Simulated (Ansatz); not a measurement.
AlN under load (space group P6_3mc), Ansatz (a first-principles code) with r2SCAN with spin-orbit coupling, rigid bands. Condition of this run: hydrostatic pressure of -9 GPa (compression positive) (the target of the relaxation). Band gap 4.39 eV, N_c = 4.10e18 cm⁻³ and N_v = 6.00e19 cm⁻³ at 300 K, conductivity masses along y (a = (3.16, 0.00, 0.00) Å; b = (-1.58, 2.74, 0.00) Å; c = (0.00, 0.00, 5.08) Å) of 0.300 mₑ (electrons) and 3.65 mₑ (holes). Take k_BT = 0.02585 eV.

**Question.** A film of it is 2 nm thick, with its normal along the direction named. Estimate the confinement energies in an infinite well.

**Answer.** ħ²π²/(2m t²) = 0.376 eV·nm²/(m/mₑ × t²) gives 313 meV for electrons and 25.8 meV for holes, so the gap would widen to about 4.73 eV. Finite barriers and nonparabolic bands lower this, and with several valleys or bands the heaviest mass along the normal sets the lowest level, not this average.

**Question.** What thermal injection velocity √(2k_BT/πm) limits a ballistic channel along the direction named?

**Answer.** 9.82e6 cm/s for electrons and 2.82e6 cm/s for holes, a ratio of √(m_h/m_e) = 3.49, for dilute carriers.

**Question.** Find the intrinsic carrier density and the intrinsic Fermi level.

**Answer.** n_i = √(N_c N_v) exp(−E_g/2k_BT) = 1.57e19 × exp(−84.91) = 2.1e-18 cm⁻³. The level lies (k_BT/2) ln(N_v/N_c) = 35 meV from mid-gap (positive towards the conduction band). Each 0.1 eV added to the gap lowers n_i by a factor of 6.9.

Rigid bands with the computed gap; masses take one relaxation time for all states. Geometry: cell and atoms relaxed with PBEsol.
